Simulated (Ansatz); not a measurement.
For W5Ge3 (I4/mcm, No. 140, 16 atoms in the cell; start mp-1189576), PBE (PAW; Ansatz, an electronic-structure program) gives:

| Property | Result |
|---|---|
| equilibrium lattice constant a | 9.877 Å |
| c axis length | 5.064 Å |
| formation enthalpy | 0.198 eV/atom |

Task: What does r²SCAN+rVV10 (plane waves, PAW; Ansatz) give for the same quantities?

Result: 
- lattice constant a: 9.798 Å (shrinks by 0.8 %)
- lattice parameter c: 4.999 Å (drops by 1.3 %)
- formation enthalpy: 0.201 eV/atom (increases by 0.003 eV/atom)

Changes are worked out from the printed values.

Unless a cell is named, each level is at its own relaxed cell (PBE 15.44, r²SCAN+rVV10 14.99 Å³/atom).

Levels without +SOC leave out spin–orbit coupling, which shifts energies and cells of such heavy elements.

Caveats: the relaxation could not lower the start's symmetry, so the cell can be a saddle point above a distorted one (PBE, r²SCAN+rVV10). Ansatz's density-functional and Hartree–Fock values are scalar-relativistic unless marked +SOC, with PAW data made under PBE.

A start named mp-… is a Materials Project structure, which need not be a measured phase.
